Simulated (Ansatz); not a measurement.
The starting structures come from a database of crystals and need not be the phases stable at ambient conditions.

By PBEsol, the system below comes out a metal.

Without scattering a metal conducts by its projected Fermi surface.

Given:

```
CELL_PARAMETERS angstrom
      3.63738     0.00000     0.00000
      0.00000     3.63738     0.00000
      0.00000     0.00000     3.63738
ATOMIC_POSITIONS crystal
  Al 0.00000 0.00000 0.00000
  Cu 0.50000 0.50000 0.00000
  Cu 0.00000 0.50000 0.50000
  Cu 0.50000 0.00000 0.50000
```

Space group of this cell: Pm-3m, Cu3Au type. The cell is taken as given; by PBEsol its mean pressure is -0.7 GPa.

The current flows along the normal of the first two printed cell vectors, the (001) plane of the conventional cell. No spin-orbit coupling; the value is a mean over 0.1 eV about the Fermi level.

Task: State the ballistic conductance per area according to PBEsol (Ansatz, a quantum-chemistry and plane-wave program).

Result: 1.1 × 10¹⁵ S/m² for both spins.
